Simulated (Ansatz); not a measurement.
Harmonic thermodynamics of AgCl (rock salt, Fm-3m)

Per mole of formula units at the relaxed static volume; finite displacements on a 6×6×6 mesh, r2SCAN in Ansatz (an electronic-structure program), k mesh 6×6×6; sums on an interpolated 12×12×12 mesh.  Zero-point energy 3.54 kJ/mol.

| T (K) | F_vib (kJ/mol) | S (J/mol/K) | C_V (J/mol/K) |
|---|---|---|---|
| 100 | 1.44 | 45.4 | 41.2 |
| 150 | -1.29 | 63.1 | 45.6 |
| 200 | ? | ? | ? |
| 250 | -8.89 | 87.1 | 48.2 |
| 300 | -13.48 | 96.0 | 48.7 |
| 400 | -23.81 | 110.1 | 49.2 |
| 600 | -47.97 | 130.1 | 49.6 |
| 800 | -75.48 | 144.4 | 49.7 |
| 1000 | -105.51 | 155.5 | 49.8 |

Task: Complete the blanks.

Result: 
- 200, F_vib (kJ/mol): -4.79
- 200, S (J/mol/K): 76.5
- 200, C_V (J/mol/K): 47.3

No phase change or melting is allowed for: the numbers belong to this structure as given.
